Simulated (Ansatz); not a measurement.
End structure of OH on the 1x1 (100) surface of fcc Cu, one in a 1x1 cell, started at the site 'hollow Cu-Cu-Cu-Cu over Cu at depth 1.8 Å':

```yaml
crystal:
  lattice:
    - [2.56680, 0.00000, 0.00000]
    - [0.00000, 2.56680, 0.00000]
    - [0.00000, 0.00000, 24.50000]
  atoms:
    - { symbol: Cu, position: [0.50000, 0.50000, 0.39086] }
    - { symbol: Cu, position: [0.00000, 0.00000, 0.46272] }
    - { symbol: Cu, position: [0.49690, 0.50000, 0.53728] }
    - { symbol: Cu, position: [0.99423, 0.00000, 0.61172] }
    - { symbol: O, position: [0.98664, 0.50000, 0.67237] }
    - { symbol: H, position: [0.34382, 0.50000, 0.68801] }
```

Slab: 6 atoms, 5.3 Å thick at the start under the adsorbate (thin: gaps and levels are the slab's own); k 12x12x1, smearing 0.1 eV, dipole-corrected; 2 atoms held, the rest relaxed; held to the start's symmetry, so lower structures may exist; spin-polarised, no spin-orbit, no U, no dispersion correction. The starting moment vanished. At the end it is bonded to 2 Cu. In PBE it is, or lies within 0.03 eV of, the lowest of the starts that converged.

A negative adsorption energy means that the adsorbate is more stable on the surface than in its reference.

Question: What adsorption energy against H2O(g) − ½ H2(g) does Ansatz (an electronic-structure program) with PBE give?

Answer: 0.54 eV

Question: What change of the work function does PBE give?

Answer: 0.89 eV

Question: Predict the change of the step from the bottom to the top vacuum level, against the clean slab from PBE.

Answer: 0.94 eV

Question: Give the work function of the top face at the level PBE.

Answer: 5.44 eV
